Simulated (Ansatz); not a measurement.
# Cubic perovskite CsSnI₃ (cubic high-temperature phase)

Calculation: PBEsol (Ansatz, a first-principles code, plane waves, PAW).

Run with plane-wave cutoff 520 eV, 8×8×8 k mesh, scalar-relativistic PAW data made under PBE.

Cell: relaxed at this level.

```yaml
elastic constant C11: 42.3 GPa
elastic constant C12: 4.49 GPa
elastic constant C44: 4.38 GPa
Voigt–Reuss–Hill bulk modulus: 17.1 GPa
polycrystal shear modulus (Hill average): 8.26 GPa
young_modulus: 21.3 GPa
poisson_ratio: 0.292
```

Note: the relaxation could not lower the start's symmetry, so the cell can be a saddle point above a distorted one.

Elastic constants are with the ions relaxed.

Spin–orbit coupling is not included.

Computed values are for the static lattice.
